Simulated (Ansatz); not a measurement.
# CsCl-type PdIn

These are B3LYP (VWN-RPA form) in Ansatz (PAW) values and carry that method's errors.

Numerical settings: plane-wave cutoff 460 eV, 8×8×8 k mesh, Fermi–Dirac smearing 0.05 eV, scalar-relativistic PAW data made under PBE.

Cell (relaxed at this level):

```xyz
2
Lattice="3.3327 0.0000 0.0000 0.0000 3.3327 0.0000 0.0000 0.0000 3.3327" Properties=species:S:1:pos:R:3 pbc="T T T"
In     1.6663     1.6663     1.6663
Pd     0.0000     0.0000     0.0000
```

```
Quantity                                     Result
------------------------------------------  -------
bulk modulus                                104 GPa
pressure derivative B′ of the bulk modulus      5.9
```

Spin–orbit coupling is not included.

Computed values are for the static lattice.

The result took roughly 20 core-minutes.

Ansatz is a program for electronic structure.
